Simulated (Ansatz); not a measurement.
Take SrTiO3 (space group I4/mcm, No. 140) as the base.

```xyz
10
Lattice="-2.7436 2.7436 3.9044 2.7436 -2.7436 3.9044 2.7436 2.7436 -3.9044" Properties=species:S:1:pos:R:3 pbc="T T T"
Sr     0.0000     2.7436     1.9522
Sr     2.7436     0.0000     1.9522
Ti     0.0000     0.0000     0.0000
Ti     0.0000     0.0000     3.9044
O     -1.2367     1.5069     3.9044
O      3.9804     1.2367     0.0000
O      1.2367     1.5069     0.0000
O      1.5069     1.2367     3.9044
O      0.0000     0.0000     5.8565
O      0.0000     0.0000     1.9522
```

Calculations: PBEsol/PAW in Ansatz (an electronic-structure program), no spin-orbit coupling.

For the base:

| Property | Value |
|---|---|
| Smallest direct gap | 1.98 eV |
| Shortest interatomic distance | 1.949 Å |
| Band gap | 1.97 eV |

It is then changed as follows: hydrostatic tension (pressure −2 GPa).

Estimate the effect on the smallest direct gap, shortest interatomic distance and band gap.

The smallest direct gap falls by 0.04 eV to 1.94 eV; the shortest interatomic distance grows by 0.007 Å to 1.956 Å; the band gap drops by 0.03 eV (1.97 eV → 1.94 eV).

Load acts through the strain it causes; cell and atoms are relaxed under it. No phonon test of stability was made. The final runs are not spin-polarised. This is not the structure that SrTiO3 has at room temperature and ambient pressure.
